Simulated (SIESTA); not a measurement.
Input and output of a self-consistent single point for MgPt7 (P1, 8 atoms in the cell) (SIESTA).

Level of theory: SIESTA with GGA PBEsol, numerical atomic orbitals DZP, PseudoDojo PBEsol standard norm-conserving potentials (rewritten from UPF to PSML).

The change in words: atoms moved at random. Reference geometry:
```yaml
crystal:
  lattice:
    - [0.00000, 3.93653, 3.93653]
    - [3.93653, 0.00000, 3.93653]
    - [3.93653, 3.93653, 0.00000]
  atoms:
    - { symbol: Mg, position: [0.00000, 0.00000, 0.00000] }
    - { symbol: Pt, position: [0.50000, 0.00000, 0.00000] }
    - { symbol: Pt, position: [0.50000, 0.00000, 0.50000] }
    - { symbol: Pt, position: [0.00000, 0.50000, 0.50000] }
    - { symbol: Pt, position: [0.00000, 0.50000, 0.00000] }
    - { symbol: Pt, position: [0.50000, 0.50000, 0.00000] }
    - { symbol: Pt, position: [0.00000, 0.00000, 0.50000] }
    - { symbol: Pt, position: [0.50000, 0.50000, 0.50000] }
```

Reference input (self-consistent single point, DFT, GGA PBEsol, numerical atomic orbitals DZP, PseudoDojo PBEsol standard norm-conserving potentials (rewritten from UPF to PSML)): XC.functional = GGA; XC.authors = PBEsol; potentials = PseudoDojo PBEsol standard; PAO.BasisSize = DZP; PAO.EnergyShift = 0.01 Ry; MeshCutoff = 400 Ry; kgrid.MonkhorstPack = 6 6 6; OccupationFunction = MP; OccupationMPOrder = 0; ElectronicTemperature = 0.272 eV; MaxSCFIterations = 150; SCF.Mixer.Method = Pulay. This run's input differs from it in these lines:

```diff
@@ -18,10 +18,10 @@
 %block AtomicCoordinatesAndAtomicSpecies
-     0.000000000    0.000000000    0.000000000  1
-     0.000000000    1.968262500    1.968262500  2
-     1.968262500    3.936525000    1.968262500  2
-     3.936525000    1.968262500    1.968262500  2
-     1.968262500    0.000000000    1.968262500  2
-     1.968262500    1.968262500    3.936525000  2
-     1.968262500    1.968262500    0.000000000  2
-     3.936525000    3.936525000    3.936525000  2
+    -0.023119211    0.006184281    0.019288973  1
+     0.010006647    2.064412123    2.020008121  2
+     1.996987323    3.873835839    1.960326466  2
+     3.967375546    1.934502862    1.966668207  2
+     1.939884091   -0.065830508    1.982119068  2
+     1.959751733    1.957555152    3.923904501  2
+     1.957275659    2.016764425   -0.000401526  2
+     3.937942149    3.958679763    3.874186190  2
 %endblock AtomicCoordinatesAndAtomicSpecies
```

Log, with long lists cut:

```
        iscf     Eharris(eV)        E_KS(eV)     FreeEng(eV)     dDmax    Ef(eV) dHmax(eV)
   scf:    1   -26395.773538   -26451.600973   -26451.956441  1.411941  0.318127 15.263447
   scf:    2   -26481.403078   -26468.935965   -26469.326808  0.484691 -0.965428  6.381818
   scf:    3   -26476.062316   -26474.306245   -26474.656418  0.323010 -1.919230  6.067014
   scf:    4   -26475.361141   -26475.305342   -26475.654599  0.086577 -2.233228  2.651458
   scf:    5   -26475.245425   -26475.334052   -26475.684950  0.046908 -2.239993  1.233739
   [... 3 lines left out ...]
   scf:    9   -26475.377733   -26475.377736   -26475.729989  0.000841 -2.280934  0.020907
   scf:   10   -26475.377707   -26475.377722   -26475.729993  0.000245 -2.281705  0.019050
   scf:   11   -26475.377658   -26475.377695   -26475.730005  0.000324 -2.281884  0.001061
   scf:   12   -26475.377684   -26475.377690   -26475.730005  0.000050 -2.282074  0.000696
SCF Convergence by DM+H criterion
max |DM_out - DM_in|         :     0.0000504592
max |H_out - H_in|      (eV) :     0.0006960025
SCF cycle converged after 12 iterations

Using DM_out to compute the final energy and forces

siesta: E_KS(eV) =           -26475.3777

siesta: E_KS - E_eggbox =    -26475.3777

siesta: Atomic forces (eV/Ang):
     1    0.320184    0.327120    0.134837
     2   -0.254904   -1.044289   -0.887233
     3   -0.004144    1.264229    0.108753
     4   -0.480595   -0.528142   -0.141709
     5    0.340606    1.393773   -0.764169
     6    0.525781   -0.147067    0.339977
     7    0.028980   -1.191351    0.354218
     8   -0.453425   -0.078907    0.840341
   Tot    0.022484   -0.004635   -0.014985
   Max    1.393773
   Res    0.639999    sqrt( Sum f_i^2 / 3N )
   Max    1.393773    constrained

   [... lines left out ...]
siesta: FreeEng =    -26475.730005
   [... lines left out ...]
siesta:     0.020097   -0.001186   -0.000240
siesta:    -0.001186    0.023169   -0.000441
siesta:    -0.000240   -0.000441    0.022211

siesta: Cell volume =        122.002586 Ang**3

siesta: Pressure (static):
siesta:                Solid            Molecule  Units
siesta:          -0.00023771         -0.00017459  Ry/Bohr**3
siesta:          -0.02182552         -0.01602970  eV/Ang**3
siesta:         -34.96833154        -25.68241541  kBar
```

The run converged in 12 iterations. Against the reference run the free energy goes up by 28.9 meV/atom, the pressure goes from -4.92 to -3.50 GPa and the largest force goes from 0.000 to 1.626 eV/Å.

The starting cell comes from a database of computed structures (which also holds hypothetical and non-ambient phases and stackings), without a prior relaxation at this level. For this run, on top of that: atoms moved at random. Spin polarisation is off. Values carry the incompleteness of an atom-centred basis. With a pressure of about -3 GPa the cell is away from its equilibrium volume at this level. Forces in this geometry exceed 1 eV/Å.

Cost on one core of a shared machine: roughly 2 min.
